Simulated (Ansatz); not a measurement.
# TiS2: point defects

Consider a 27-atom supercell of TiS2 in the CdI2 type structure (space group P-3m1, No. 164; a = 3.298 Å, c = 5.340 Å; layered, stacked along the Cartesian z axis) at its relaxed geometry.

One neutral defect a cell, atoms relaxed at fixed cell.

All numbers come from Kohn–Sham DFT with the PBEsol-D3(BJ) functional, run in Ansatz (a quantum-chemistry and plane-wave program) with PAW and 420 eV plane waves, spin-orbit coupling left out.

```json
[
 {"variant": "perfect supercell", "largest displacement of a host atom from its site in the perfect cell": "–", "pressure": "0.0 GPa"},
 {"variant": "S vacancy", "largest displacement of a host atom from its site in the perfect cell": "0.29 Å", "pressure": "0.9 GPa"},
 {"variant": "Li interstitial (started 2.08 Å from the nearest host atom)", "largest displacement of a host atom from its site in the perfect cell": "0.08 Å", "pressure": "1.6 GPa"},
 {"variant": "Mg on a Ti site, symmetric start", "largest displacement of a host atom from its site in the perfect cell": "0.12 Å", "pressure": "0.9 GPa"}
]
```

The cell is small, so the values are those of an ordered compound at a high defect concentration; dilute-limit values will differ. Defects with a symmetric start kept the site's symmetry and may sit on a saddle; the others started slightly shaken. All final runs are without spin polarisation.
